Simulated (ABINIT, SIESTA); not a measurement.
An ABINIT input for a self-consistent single point of CdSe (F-43m, 2 atoms in the cell) (DFT, PBE, plane waves, PAW (JTH v2.0 PBE PAW)):

```
# CdSe, JTH v2.0 PBE PAW
pp_dirpath "./"
pseudos "Cd.GGA_PBE-JTH.xml, Se.GGA_PBE-JTH.xml"
acell 3*1.0 Angstrom
rprim
        -0.0000000000    3.0250000000    3.0250000000
         3.0250000000   -0.0000000000    3.0250000000
         3.0250000000    3.0250000000   -0.0000000000
natom 2
ntypat 2
znucl 48 34
typat 1 2
xcart
         0.0000000000    0.0000000000    0.0000000000
         2.8582107635    2.8582107635    2.8582107635
ecut 20 Ha
pawecutdg 40 Ha
pawxcdev 0
occopt 3
tsmear 0.00183747
nband 14
kptopt 1
ngkpt 9 9 9
nshiftk 1
shiftk 0 0 0
nstep 50
toldfe 1.0e-09
prtwf 0
prtden 0
prtvol 1
```

Task: Write the same calculation as an input for SIESTA.

Result: One input that does it (others would too):

```
# files in the folder: Cd.psml Se.psml (PseudoDojo PBE standard)
SystemName  CdSe
SystemLabel siesta

NumberOfAtoms                2
NumberOfSpecies              2
%block ChemicalSpeciesLabel
  1 48 Cd
  2 34 Se
%endblock ChemicalSpeciesLabel
LatticeConstant              1.0 Bohr
%block LatticeVectors
     0.000000000    5.716421527    5.716421527
     5.716421527    0.000000000    5.716421527
     5.716421527    5.716421527    0.000000000
%endblock LatticeVectors
AtomicCoordinatesFormat      Bohr
%block AtomicCoordinatesAndAtomicSpecies
     0.000000000    0.000000000    0.000000000  1
     2.858210763    2.858210763    2.858210763  2
%endblock AtomicCoordinatesAndAtomicSpecies

XC.functional                GGA
XC.authors                   PBE
PAO.BasisSize                DZP
PAO.EnergyShift              0.01 Ry
MeshCutoff                   350 Ry
%block kgrid.MonkhorstPack
    9   0   0  0.0
    0   9   0  0.0
    0   0   9  0.0
%endblock kgrid.MonkhorstPack
OccupationFunction           FD
ElectronicTemperature        580.23 K

MaxSCFIterations             150
SCF.Mixer.Method             Pulay
SCF.Mixer.Weight             0.25
SCF.Mixer.History            8
SCF.DM.Tolerance             1.0E-05
Diag.ParallelOverK           true
WriteForces                  true
```

Basis settings and potentials, where a program has them, do not carry over. This input uses DFT, GGA PBE, numerical atomic orbitals DZP, PseudoDojo PBE standard norm-conserving potentials (rewritten from UPF to PSML). Both were run: pressure 3.78 GPa in ABINIT and 2.93 in SIESTA; gap on the mesh 0.633 eV in ABINIT and 0.875 in SIESTA.

On SIESTA: the starting cell has typed, rounded lattice constants, without a prior relaxation at this level. Values carry the incompleteness of an atom-centred basis.

On ABINIT: the starting cell has typed, rounded lattice constants, without a prior relaxation at this level. With a pressure of about 4 GPa the cell is away from its equilibrium volume at this level.
